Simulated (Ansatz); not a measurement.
Consider the following.

```yaml
crystal:
  lattice:
    - [0.00000, 2.95435, 2.95435]
    - [2.95435, 0.00000, 2.95435]
    - [2.95435, 2.95435, 0.00000]
  atoms:
    - { symbol: In, position: [0.00000, 0.00000, 0.00000] }
    - { symbol: P, position: [0.25000, 0.25000, 0.25000] }
```

The numbers are results of r2SCAN with spin-orbit coupling, rigid bands (plane waves, PAW; Ansatz, an electronic-structure program), not measurements. Condition of this run: hydrostatic pressure of -1 GPa (compression positive) (the target of the relaxation). Cell: cell and atoms relaxed with PBEsol, then loaded as said.

Question: What conductivity effective mass do dilute holes have at 300 K?

Answer: 0.57 mₑ.

Question: What conductivity effective mass do dilute electrons have at 300 K?

Answer: 0.084 mₑ.

Question: And the band gap?

Answer: 1.00 eV at this level; semilocal functionals usually fall short of the measured gap.

Rigid bands, one relaxation time for all states, no polarons. Geometry: cell and atoms relaxed with PBEsol.
